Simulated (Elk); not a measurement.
A self-consistent single point of MgO (Fm-3m, 2 atoms in the cell) with Elk.

Method of the run: Elk with PBE, all-electron FP-LAPW, Elk's shipped species files, APW+lo basis with extra local orbitals.

```xyz
2
Lattice="0.0000 2.1050 2.1050 2.1050 0.0000 2.1050 2.1050 2.1050 0.0000" Properties=species:S:1:pos:R:3 pbc="T T T"
Mg     0.0000     0.0000     0.0000
O      2.1050     2.1050     2.1050
```

Reference input (self-consistent single point, DFT, PBE, all-electron FP-LAPW, Elk's shipped species files, APW+lo basis with extra local orbitals): xctype = 20; rgkmax = 7.5; swidth = 0.000367493 Ha; ngridk = 7 7 7; gmaxvr = 14 1/bohr; nxlo = 2; lorbcnd = true; rmtscf = 0.93; lmaxi = 3; maxscl = 100. This run's input differs from it in these lines:

```diff
@@ -48,3 +48,3 @@
 ngridk
-  7 7 7
+  5 5 5
```

Output (repeated stretches shortened):

```
│ Self-consistent loop started │
│ Loop number : 1 │
 total energy                :     -279.218045743
│ Loop number : 2 │
 total energy                :     -279.152150419
RMS change in Kohn-Sham potential (target) :    1.442273083     (  0.1000000000E-05)
Absolute change in total energy (target)   :   0.6589532429E-01 (  0.1000000000E-03)
│ Loop number : 3 │
 total energy                :     -279.054327966
RMS change in Kohn-Sham potential (target) :    1.385379931     (  0.1000000000E-05)
Absolute change in total energy (target)   :   0.1142962842     (  0.1000000000E-03)
│ Loop number : 4 │
   [... lines left out ...]
Absolute change in total energy (target)   :   0.6735850519E-04 (  0.1000000000E-03)
│ Loop number : 13 │
 total energy                :     -275.773598898
RMS change in Kohn-Sham potential (target) :   0.4722162000E-05 (  0.1000000000E-05)
Absolute change in total energy (target)   :   0.2962646710E-04 (  0.1000000000E-03)
│ Loop number : 14 │
 total energy                :     -275.773600104
RMS change in Kohn-Sham potential (target) :   0.4355220347E-06 (  0.1000000000E-05)
Absolute change in total energy (target)   :   0.6200742234E-05 (  0.1000000000E-03)
Convergence targets achieved

│ Loop number : 15 │

Energies :
 Fermi                       :     0.169085446303
 total energy                :     -275.773599714

Density of states at Fermi energy :   0.2721506861E-06
 (states/Hartree/unit cell)

Estimated indirect band gap :   0.1717629498
 from k-point      1 to k-point      1
Estimated direct band gap   :   0.1717629498
 at k-point      1

Charges :
 core                        :    4.000000000
 valence                     :    16.00000000
 interstitial                :    2.072472607
 muffin-tins (core leakage)
  species :    1 (Mg)
   atom    1                 :    10.46634725     (   0.000000000    )
  species :    2 (O)
   atom    1                 :    7.461180145     (  0.4190044600E-07)
 total in muffin-tins        :    17.92752739
 total calculated charge     :    20.00364171
 total charge                :    20.00000000
 error                       :   0.3641713274E-02

│ Self-consistent loop stopped │
```

The run converged in 15 iterations. The count includes the last loop, which Elk runs after its targets are met. Against the reference run the free energy goes up by 1.0 meV/atom and the gap on the mesh moves little (4.676 to 4.674 eV).

The starting cell has typed, rounded lattice constants, without a prior relaxation at this level. Values depend on the basis (sphere radii, cutoffs, local orbitals), which need not be converged.
